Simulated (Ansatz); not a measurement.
Input and output of a relaxation of cell and atoms for LuCd (Pm-3m, 2 atoms in the cell) (Ansatz, a program for electronic structure).

Computed with PBEsol, default PAW files made with PBE (plane waves; Ansatz).

The change in words: atoms on their sites; basis.ecutwfc: 420 eV → 210 eV; relax: default → cell and atoms. Reference geometry:
```xyz
2
Lattice="3.6228 0.0000 0.0000 0.0000 3.6228 0.0000 0.0000 0.0000 3.6228" Properties=species:S:1:pos:R:3 pbc="T T T"
Lu     1.8114     1.8114     1.8614
Cd     0.0000     0.0000     0.0000
```

Reference input (self-consistent single point, DFT, PBEsol, plane waves, default PAW files made with PBE): basis.ecutwfc = 420 eV; kpoints.mp_grid.grid = 9 9 9; hamiltonian.xc = pbesol; hamiltonian.pseudopotentials = {kind: paw} (the program's default PAW files); scf.occupations.method = fermi_dirac; scf.occupations.width = 0.1 eV. This run's input differs from it in these lines:

Ansatz 0.2 input:
```diff
@@ -6,6 +6,6 @@
   atoms:
-    - { symbol: Lu, position: [0.500000, 0.500000, 0.513802] }
+    - { symbol: Lu, position: [0.500000, 0.500000, 0.500000] }
     - { symbol: Cd, position: [0.000000, 0.000000, 0.000000] }
 basis:
-  ecutwfc: 420.0
+  ecutwfc: 210.0
 kpoints:
@@ -17,2 +17,4 @@
   occupations: { method: fermi_dirac, width: 0.1 }
+relax:
+  cell: {}
 output:
```

Log, with long lists cut:

```
   [... SCF lines of the steps left out ...]
relax step   1: F+E_penalty+E_count = -22781.98842461 eV  Δ(F+E_penalty+E_count) = +0.000e0 eV  max|allowed force component| = 1.688e-28 eV/Å  Δτ_max = 0.0000 Å  P = +1.842 GPa  Ω = 47.547 Å³  (8 SCF iters, dr2 threshold 1.00e-7 eV, accepted)
relax step   2: F+E_penalty+E_count = -22778.43780034 eV  Δ(F+E_penalty+E_count) = +3.551e0 eV  max|allowed force component| = 5.864e-29 eV/Å  Δτ_max = 0.0000 Å  P = -47.249 GPa  Ω = 49.556 Å³  energy of the carried Pulay correction = -3.265e0 eV  [...]
   [... lines left out ...]
relax step 120: F+E_penalty+E_count = -22781.98527772 eV  Δ(F+E_penalty+E_count) = +2.403e-2 eV  max|allowed force component| = 1.072e-29 eV/Å  Δτ_max = 0.0000 Å  P = -0.000 GPa  Ω = 49.824 Å³  energy of the carried Pulay correction = -2.405e-2 eV  [...]
relax step 121: F+E_penalty+E_count = -22782.07184456 eV  Δ(F+E_penalty+E_count) = -8.657e-2 eV  max|allowed force component| = 2.071e-30 eV/Å  Δτ_max = 0.0000 Å  P = -0.165 GPa  Ω = 49.824 Å³  stress off target by 1.65e-1 GPa  SCF on the basis [...]
basis re-selected at this cell: Δ(F+E_penalty+E_count) = -8.657e-2 eV, ΔP = -0.165 GPa vs the last step
   [... lines left out ...]
Free energy (F): -22782.071845 eV
Fermi energy:    14.271736 eV
Error: variable-cell relaxation did not converge after 121 `relax_step` rows, as none of its last 48 fresh-basis SCF(s) at a relaxed cell met both thresholds with a finite energy. The last misses `relax.cell.stress_tol`: largest allowed force component 2.07e-30 eV/Å (`relax.f_tol` 1.00e-2 eV/Å), stress off the target on the free part of the cell 1.65e-1 GPa (`relax.cell.stress_tol` 5.00e-2 GPa), F+E_penalty+E_count -22782.07184456 eV. The closest is row 70, whose structure comes with this error. Larger ratio of force or stress to its threshold at each such SCF whose figures are numbers: 32.204, 46.815, 59.627, 41.832, 32.651, 30.204, 30.416, 46.086, 42.699, 51.901, 43.243, 45.584, [...]
   [... lines left out ...]
to start a new deck from the relaxed geometry:
  cell:  # Å, volume = 49.7710 Å³
    - [3.678398172901771, 6.6454613966486665e-34, 3.686350284178693e-34]
    - [-4.629253486118273e-34, 3.678398172901771, -3.8518598887744713e-34]
    - [3.606103203162558e-34, -3.8518598887744713e-34, 3.678398172901771]
  atoms:
    - { symbol: Lu, position: [0.5, 0.5, 0.5] }
    - { symbol: Cd, position: [-3.856052793108583e-47, -2.380915862357146e-47, 1.1253378559480148e-47] }
```

The relaxation ended unconverged. 

The starting cell comes from a database of computed structures (which also holds hypothetical and non-ambient phases and stackings), without a prior relaxation at this level. Its lattice was rescaled by up to half a per cent. The cutoff lies below the one recommended for these files.

Cost on one core of a shared machine: roughly 3 min.
